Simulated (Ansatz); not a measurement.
## Sr2ZrTiO6 (model structure, P4/mmm, No. 123, 10 atoms in the cell)

Calculation: LDA (Ansatz, an electronic-structure program, plane waves, PAW).

Run with plane-wave cutoff 520 eV, 8×8×4 k mesh (along the axes of the cell as run), Fermi–Dirac smearing 0.01 eV, no spin polarisation, scalar-relativistic PAW data made under PBE.

Cell (relaxed with PBEsol):

```
CELL_PARAMETERS angstrom
      4.03117     0.00000     0.00000
      0.00000     4.03117     0.00000
      0.00000     0.00000     7.99433
ATOMIC_POSITIONS crystal
  Sr 0.00000 0.00000 0.76416
  O  0.50000 0.50000 0.76174
  Ti 0.50000 0.50000 0.00000
  O  0.50000 0.00000 0.00000
  O  0.00000 0.50000 0.00000
  Sr 0.00000 0.00000 0.23584
  O  0.50000 0.50000 0.23826
  Zr 0.50000 0.50000 0.50000
  O  0.50000 0.00000 0.50000
  O  0.00000 0.50000 0.50000
```

```json
{
 "band_gap": "1.79 eV",
 "smallest_direct_gap_on_the_k_points_sampled": "2.04 eV"
}
```

Note: the relaxation could raise the start's symmetry but not lower it, so the cell can be a saddle point; cell and atoms aren't relaxed at this level (pressure -4.7 GPa).

Spin–orbit coupling is not included.

The result took very roughly 26 core-seconds.

A model structure was made by putting elements into a prototype or built by hand; it is no filed structure, need not be a known phase, and can be a saddle point held by its symmetry.
